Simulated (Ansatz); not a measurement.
Density of states of ScPd (Pm-3m) near the Fermi level, PBEsol, rigid bands (Ansatz, a first-principles code).

```
E − E_F (eV)  states/eV/cell
------------  --------------
-1.95                   0.60
-1.85                   0.61
-1.75                   0.61
-1.65                   0.62
-1.55                   0.64
-1.45                   0.66
-1.35                   0.70
-1.25                   0.80
-1.15                   0.85
-1.05                   0.77
-0.95                   0.99
-0.85                   1.17
-0.75                   1.20
-0.65                   1.10
-0.55                   0.97
-0.45                   1.01
-0.35                   1.06
-0.25                   1.11
-0.15                   1.16
-0.05                   1.24
0.05                    1.44
0.15                    1.61
0.25                    1.79
0.35                    2.00
0.45                    2.14
0.55                    2.16
0.65                    2.38
0.75                    2.75
0.85                    3.32
0.95                    4.03
1.05                    4.14
1.15                    2.54
1.25                    1.26
1.35                    3.02
1.45                    3.35
1.55                    2.41
1.65                    2.33
1.75                    2.30
1.85                    2.07
1.95                    2.21
```

### Question
With 2 atoms a cell, what bare Sommerfeld coefficient γ = (π²/3) k_B² N(E_F) follows?

### Answer
N(E_F) ≈ 1.34 states/eV a cell at 300 K, so γ ≈ 1.58 mJ/(mol of atoms·K²), before many-body enhancement (phonons, spin fluctuations, correlation).

### Question
How far does the Fermi level move in a rigid band for 0.1 electron a cell added or removed?

### Answer
71 meV and -79 meV.

A metal at this level (no band gap); rigid bands, thermally averaged at 300 K, both spins. Spin-orbit coupling is left out. Geometry: cell and atoms relaxed with PBEsol.

Formula and space group known from diffraction (Crystallography Open Database), not checked to be the room-temperature form: ScPd (Pm-3m).
